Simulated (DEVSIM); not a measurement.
Structure: abrupt Si p-n junction, at 300 K.

Layer 1 from the left is Si, thickness (μm) 22.0, Na (cm⁻³) 2.4e16, τn (s) 5.9e-5, τp (s) 5.9e-5. Layer 2 from the left is Si, thickness (μm) 32.0, Nd (cm⁻³) 1.2e17, τn (s) 5.9e-5, τp (s) 5.9e-5.

Left contact: ohmic. Right contact: ohmic. Voltage is applied to the left contact. Recombination: SRH at mid-gap, Auger. Mobility is constant in doping.

The device is made up for the run: typed textbook-type constants, with dimensions and the other settings drawn at random. Values at 300 K.

Si: gap (eV) 1.124, affinity (eV) 4.05, permittivity 11.7, Nc (cm⁻³) 2.86e19, Nv (cm⁻³) 3.1e19, μn (cm²/Vs) 1417, μp (cm²/Vs) 470, Cn (cm⁶/s) 2.8e-31, Cp (cm⁶/s) 9.9e-32.

Model (solved in DEVSIM): 1D drift-diffusion, Boltzmann statistics, complete ionisation; no tunnelling, impact ionisation, image-force lowering or self-heating.

Q: What does the simulation give for the dark forward voltage at 100 A/cm², the largest field in the device at zero bias, the potential step across the device at zero bias, the dark forward voltage at 1 A/cm²?

A: dark forward voltage at 100 A/cm² 0.792 V; largest field in the device at zero bias 68000 V/cm; potential step across the device at zero bias 0.797 V; dark forward voltage at 1 A/cm² 0.647 V.
